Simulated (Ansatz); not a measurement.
Data:

```
CELL_PARAMETERS angstrom
      0.00000     3.27807     3.32725
      3.27807     0.00000     3.32725
      3.27807     3.27807     0.00000
ATOMIC_POSITIONS crystal
  In 0.00000 0.00000 0.00000
  Sb 0.25000 0.25000 0.25000
```

No spin polarisation.

Level of theory: Ansatz (a quantum-chemistry and plane-wave program) r2SCAN, no SOC. k-mesh 12×12×12 (Γ-centred); smearing 0.05 eV (Fermi–Dirac).

Question: Predict the band gap, space group and pressure.

Answer: 
* **Band gap**: zero
* **Space group**: I-4m2 (No. 119)
* **Pressure (mean of the normal stresses, compression positive)**: -0.6 GPa

With Sb present, leaving out spin-orbit coupling can change the band edges. The cells carry an imposed strain or load. No phonon test of stability was made. The final runs are not spin-polarised. The cell was made from InSb in the zinc blende structure (space group F-43m, No. 216) by this change: uniaxial strain ε_zz = +1.50 %. A zero or small gap of InSb can be the functional's error rather than a property of the material.
